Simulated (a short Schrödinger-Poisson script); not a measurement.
Solved with a short Schrödinger-Poisson script written for these runs: one-band effective-mass equation with BenDaniel-Duke matching, electrons, heavy and light holes apart, hard walls at the outer ends, one valence edge for both holes (no strain splitting), no charge, excitons, band mixing or non-parabolicity; under a field the levels are quasi-bound states of a box, listed while three quarters of their weight lies within 4 nm of the wells.

Stack: coupled double InAs/In0.52Al0.48As quantum well.

From the first side: 20 nm In0.52Al0.48As; 15 nm InAs; 5 nm In0.52Al0.48As; 15 nm InAs; 20 nm In0.52Al0.48As.

Constants are typed, rounded textbook-type inputs, not results; the design itself was drawn at random and stands for no fabricated device. InAs: direct gap (eV) 0.45, conduction-band edge (eV) 0, electron mass (mₑ) 0.03, heavy-hole mass 0.35, light-hole mass 0.035. In0.52Al0.48As: direct gap (eV) 1.45, conduction-band edge (eV) 0.75, electron mass (mₑ) 0.075, heavy-hole mass 0.41, light-hole mass 0.09.

The valence-band edge of each layer lies one gap below its conduction-band edge. The electron's potential energy rises along the stack by the applied field. Mesh 0.03 nm at interfaces.

Give the e1-hh1 transition at zero applied field (eV); the hh1 − lh1 (meV); the e2 − e1 (meV).

e1-hh1 transition at zero applied field (eV): 0.488; hh1 − lh1 (meV): 19.0; e2 − e1 (meV): 0.1. Excitons are left out, and strain enters only through the typed gaps and offsets, so measured lines lie elsewhere.
